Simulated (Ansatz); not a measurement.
Consider BN (space group P6_3/mmc, No. 194; a = 2.500 Å, c = 6.412 Å; layered, stacked along the Cartesian z axis). Axes: x lies along a and z along c of the hexagonal cell.

Method: PBEsol-D3(BJ) (Ansatz, an electronic-structure program), without spin-orbit coupling.

Strains are applied to the cell and any free atomic positions relax.

One change was made to it. Results:

| quantity | base | after |
|---|---|---|
| shortest interatomic distance | 144.4 pm | 142.7 pm |
| smallest direct gap | 4.49 eV | 4.53 eV |

Name the change that was made.
(A) uniaxial strain ε_xx = −0.60 %
(B) uniaxial strain ε_xx = −3.00 %
(C) uniaxial strain ε_xx = −1.80 %

C, uniaxial strain ε_xx = −1.80 %. For comparison, the shortest interatomic distance in the other runs: uniaxial strain ε_xx = −0.60 % gives 143.8 pm; uniaxial strain ε_xx = −3.00 % gives 141.7 pm.

Whether these cells are dynamically stable was not tested.
